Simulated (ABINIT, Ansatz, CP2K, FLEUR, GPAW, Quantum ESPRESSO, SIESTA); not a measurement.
## One structure in several programs: a sheet of TiTe2 (3 atoms in the cell)

Self-consistent single point, at a second geometry (lattice scaled in the plane by 0.98). First geometry:

```
CELL_PARAMETERS angstrom
      3.87702     0.00000     0.00000
     -1.93851     3.35759     0.00000
      0.00000     0.00000    17.17063
ATOMIC_POSITIONS crystal
  Ti 0.00000 0.00000 0.50000
  Te 0.33333 0.66667 0.59233
  Te 0.66667 0.33333 0.40767
```

Shared settings, as Ansatz (a first-principles code) writes them: kpoints.mp_grid.grid = 5 5 1; scf.occupations.method = gaussian; scf.occupations.width = 0.1 eV. Potentials and cutoffs stand in the table.

| code | model | ΔF from the first geometry (meV/atom) | largest force (eV/Å) | cutoff |
|---|---|---|---|---|
| CP2K | PBE, GPW, DZVP-MOLOPT-SR-GTH basis, GTH-PBE potentials (GTH_POTENTIALS) | 18.8 | 1.382 | grid 600 Ry |
| SIESTA | GGA PBE, numerical atomic orbitals DZP, PseudoDojo PBE standard norm-conserving potentials (rewritten from UPF to PSML) | 9.3 | 1.325 | grid 300 Ry |
| ABINIT | PBE, PAW (JTH v2.0 PBE PAW) | 14.5 | 1.278 | 60 Ry |
| GPAW | PBE, GPAW PAW datasets PBE (gpaw-data 1.0.1) | 12.3 | 1.234 | 850 eV |
| Quantum ESPRESSO | PBE, PseudoDojo standard norm-conserving (PBE) pseudopotentials | 13.0 | 1.239 | 85 Ry |
| FLEUR | PBE, all-electron FLAPW (FLEUR), scalar-relativistic valence | – | 1.272 | Kmax 4.2 1/bohr |
| Ansatz | PBE, default PAW files | 13.1 | 1.246 | 420 eV |

A dash marks a value that a program does not give, or that is left out as unsure.

On Ansatz's run: spin-orbit coupling is off. Spin polarisation is off, so a magnetic state, if there is one, cannot be reached.

The spread over the programs that give each value: ΔF from the first geometry within 9.5 meV/atom; largest force within 0.148 eV/Å.

CP2K and SIESTA use small atom-centred bases, whose incompleteness enters pressures, forces and empty levels differently from a plane-wave cutoff. FLEUR treats all electrons, but the usual bases taken here (sphere radii, linearisation, local orbitals, empty states) were not tested for convergence, so the values are no reference for the others. In the force vectors, CP2K (by 0.139) and SIESTA (by 0.082) lie more than 0.08 eV/Å from the median of the plane-wave programs.

The shared mesh is coarse (it stands for a supercell whose shortest vector is 19 Å), so the values are not converged in it.

The starting cell was generated: these elements placed on a structure prototype, without a prior relaxation; it need not be a known phase or ordering of this composition. Its lattice was rescaled in the plane by a random factor within 2.5 % of one. For this run, on top of that: lattice scaled in the plane by 0.98.

Keys are those of Ansatz 0.2.
